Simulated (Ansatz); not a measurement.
Start from NaF in the rock salt structure (space group Fm-3m, No. 225).

```xyz
2
Lattice="0.0000 2.3145 2.3145 2.3145 0.0000 2.3145 2.3145 2.3145 0.0000" Properties=species:S:1:pos:R:3 pbc="T T T"
Na     0.0000     0.0000     0.0000
F      2.3145     2.3145     2.3145
```

Cartesian axes are those of the cell as printed.

Calculations: PBEsol, PAW, 420 eV (Ansatz, a quantum-chemistry and plane-wave program; no spin-orbit coupling).

One thing is altered: biaxial strain −0.50 %, plane normal [001], relaxed out of plane (Cartesian); in-plane vectors clamped, the third vector and the atoms free.

Question: How does this affect the out-of-plane strain?

Answer: The out-of-plane strain amounts to +0.22 %.

Question: How does this affect the energy relative to the base?

Answer: The energy hardly moves.

Question: What happens to the in-plane stress?

Answer: The mean in-plane stress (compression positive) amounts to +0.6 GPa.

Stability against distortions was not tested.
